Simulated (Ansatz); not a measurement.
The starting structures come from a database of crystals and need not be the phases stable at ambient conditions.

 Where the default PAW files enter, the runs use the earlier of Ansatz's two default sets.

Tunnelling through a barrier is set by its complex band structure: the current falls as exp(−2κd) with the smallest κ.

```yaml
crystal:
  lattice:
    - [3.91671, 0.00000, 0.00000]
    - [-1.95835, 3.39197, 0.00000]
    - [0.00000, 0.00000, 6.58677]
  atoms:
    - { symbol: Be, position: [0.66667, 0.33333, 0.50043] }
    - { symbol: Be, position: [0.33333, 0.66667, 0.00043] }
    - { symbol: Te, position: [0.66667, 0.33333, 0.87457] }
    - { symbol: Te, position: [0.33333, 0.66667, 0.37457] }
```

Space group of this cell: P6_3mc, wurtzite. The cell is strained (lengths across the current scaled by 0.98, ions clamped); by r2SCAN its mean pressure is 2.2 GPa.

Transport runs along the normal of the first two printed cell vectors, the (001) (indices of the unstrained crystal) plane of the conventional cell.

The gap is the functional's own. No spin-orbit coupling. Mid-gap values are interpolated on the energy grid.

**Question.** Compute, with r2SCAN (Ansatz, a first-principles code), the band gap and the smallest decay constant κ at mid-gap.

**Answer.** Gap 2.51 eV on a 12×12×6 mesh; κ = 0.167 1/Å, at the zone centre.
